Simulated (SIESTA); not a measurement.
How far to go with the k-point mesh: Te (C2, 3 atoms in the cell)

```
CELL_PARAMETERS angstrom
      2.21885    -3.84316     0.00000
      2.21885     3.84316     0.00000
      0.00000     0.00000     5.90035
ATOMIC_POSITIONS crystal
  Te 0.00000 0.26300 0.66667
  Te 0.74827 0.74827 0.00000
  Te 0.26300 0.00000 0.33333
```

Method of the run: LDA PW92, numerical atomic orbitals DZP, PseudoDojo LDA standard norm-conserving potentials (rewritten from UPF to PSML) in SIESTA.

Base settings: XC.functional = LDA; XC.authors = PW92; potentials = PseudoDojo LDA standard; PAO.BasisSize = DZP; PAO.EnergyShift = 0.01 Ry; MeshCutoff = 350 Ry; kgrid.MonkhorstPack = 7 7 4; OccupationFunction = FD; ElectronicTemperature = 232.09 K; MaxSCFIterations = 150.

The second cell is the first with its lattice scaled by 0.98.

Only quantities that move along the ladder and can be compared are tabulated.

Core times come from one kind of shared machine, to one figure; runs under 30 s give none.

The starting cell has typed, rounded lattice constants, without a prior relaxation at this level. Its lattice was rescaled by up to half a per cent. One atom was moved a little off its site on purpose. Spin-orbit coupling is off. Values carry the incompleteness of an atom-centred basis. In the base run, forces exceed 1 eV/Å.

| kgrid.MonkhorstPack | free energy less the last step's (meV/atom) | energy of the compressed cell less the first (meV/atom) | pressure (GPa) | largest difference of a force vector from the last step's (eV/Å) | gap on the mesh (eV) | core time / last (rough) |
|---|---|---|---|---|---|---|
| 2 2 1 | 55.08 | 29.47 | 0.70 | 1.633 | 1.585 | – |
| 2 2 2 | 222.25 | 53.91 | 2.46 | 0.726 | 0.734 | – |
| 3 3 2 | 56.92 | 41.92 | 1.45 | 0.316 | 0.052 | – |
| 4 4 2 | 5.74 | 37.37 | 1.08 | 0.141 | 0.765 | – |
| 4 4 3 | 12.60 | 39.24 | 1.22 | 0.007 | 0.885 | – |
| 5 5 3 | 2.67 | 37.86 | 1.11 | 0.021 | 0.994 | – |
| 6 6 4 | 1.89 | 37.56 | 1.09 | 0.019 | 0.054 | – |
| 7 7 4 | -0.39 | 37.30 | 1.07 | 0.010 | 0.671 | – |
| 7 7 5 | 0.35 | 37.38 | 1.08 | 0.003 | 0.711 | – |
| 8 8 5 | -0.14 | 37.31 | 1.07 | 0.001 | 0.736 | – |
| 8 8 6 | 0.09 | 37.36 | 1.08 | 0.001 | 0.419 | – |
| 9 9 6 | 0.30 | 37.32 | 1.07 | 0.003 | 0.053 | – |
| 10 10 7 | -0.07 | 37.27 | 1.07 | 0.001 | 0.537 | – |
| 11 11 7 | -0.07 | 37.29 | 1.07 | 0.000 | 0.534 | – |
| 12 12 8 | 0.10 | 37.30 | 1.07 | 0.001 | 0.053 | 0.4 |
| 14 14 9 | -0.02 | 37.29 | 1.07 | 0.000 | 0.387 | 0.5 |
| 15 15 10 | 0.05 | 37.30 | 1.07 | 0.001 | 0.053 | 0.8 |
| 17 17 11 | -0.01 | 37.30 | 1.07 | 0.000 | 0.298 | 0.9 |
| 19 19 12 | 0.00 | 37.30 | 1.07 | 0.000 | 0.223 | 1 |

Coarsest kgrid.MonkhorstPack that holds the pressure within 0.5 GPa of the last step, with all finer ones: 3 3 2; the step before is off by 1.4 GPa.

Coarsest kgrid.MonkhorstPack that holds the forces within 0.005 eV/Å of the last step, with all finer ones: 7 7 5; the step before is off by 0.010 eV/Å.

Coarsest kgrid.MonkhorstPack that holds the energy of the compressed cell less the first within 1 meV/atom of the last step, with all finer ones: 5 5 3; the step before is off by 1.9 meV/atom.

The energy difference between the two cells stays within 1 meV/atom of the last step's from 5 5 3 on, the total only from 7 7 4 on: much of the error is common to both cells and cancels.

The gap on the mesh jumps up and down from mesh to mesh; it is no smooth measure of convergence.
